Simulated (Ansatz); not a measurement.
Pressure series in SnO

The reference is SnO in the litharge type structure (space group P4/nmm, No. 129; a = 3.793 Å, c = 4.764 Å; layered, stacked along the Cartesian z axis).

Cell and atoms are relaxed at each pressure.

All numbers come from r2SCAN+rVV10, PAW, 500 eV (Ansatz, an electronic-structure program; no SOC).

Notes on the quantities. enthalpy: H = E + PV relative to the base's energy.

```tsv
case	band gap	enthalpy	c/a ratio
base	zero	–	1.256
pressure −2 GPa	0.80 eV	-0.22 eV/atom	1.368
pressure −1 GPa	0.26 eV	-0.11 eV/atom	1.288
pressure 0.9 GPa	zero	+0.10 eV/atom	1.237
pressure 2.1 GPa	zero	+0.22 eV/atom	1.220
pressure 4.5 GPa	zero	+0.46 eV/atom	1.199
pressure 9 GPa	zero	+0.88 eV/atom	1.179
pressure 15 GPa	zero	+1.42 eV/atom	1.164
pressure 22.5 GPa	zero	+2.06 eV/atom	___
pressure 30 GPa	zero	+2.67 eV/atom	1.143
```

Question: Some entries are withheld; estimate them.

Answer: 
- pressure 22.5 GPa, c/a ratio: 1.152

A case with no gap was solved on a k-mesh chosen for an insulator, which is coarse for it. Load acts through the strain it causes; cell and atoms are relaxed under it. No phonon test of stability was made. Competing high-pressure phases were not computed. All final runs are without spin polarisation. A zero or small gap of SnO can be the functional's error rather than a property of the material.
